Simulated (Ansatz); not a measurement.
## Migration barriers: interstitial O in diamond, neutral cell

Defect: interstitial O in diamond, neutral cell. Calculation: PBE, PAW (plane waves to 420 eV; Ansatz, an electronic-structure program).

Cell of 64 host sites held at the relaxed PBE lattice; a 2×2×2 k-point mesh shifted by half a step; Fermi-Dirac width 0.01 eV, spin-restricted; finite-size errors left in. Static, classical nuclei. The host's phase is taken as given; its stability against other phases was not computed. The charge state is imposed; whether it is stable for some Fermi level was not computed. Sites that were not tried may lie lower.

Barriers: single points on a 3×3×3 k-point mesh shifted by half a step at the bands' geometries.

```
Route                                        Start site over the lowest site run (eV)  Hop (Å)  Forward barrier (eV)  Backward barrier (eV)                  Neighbours at the start               Neighbours at the saddle                        Saddle order  Forward, on the band's own sampling (eV)
-------------------------------------------  ----------------------------------------  -------  --------------------  ---------------------  ---------------------------------------  -------------------------------------  ----------------------------------  ----------------------------------------
several atoms move together, O the farthest                                      0.00     1.10                  3.09                   3.09  2 C at 1.27, 2 C at 1.88, 2 C at 2.12 Å  C at 1.28, 2 C at 1.43, 6 C at 2.19 Å  not checked, on a symmetry element                                      3.08
```

Paths come from CI-NEB runs.  A band can be held on a symmetry element, so unchecked saddle points there may be too high.

The whole set of runs took around 2.1 core-hours (rough).
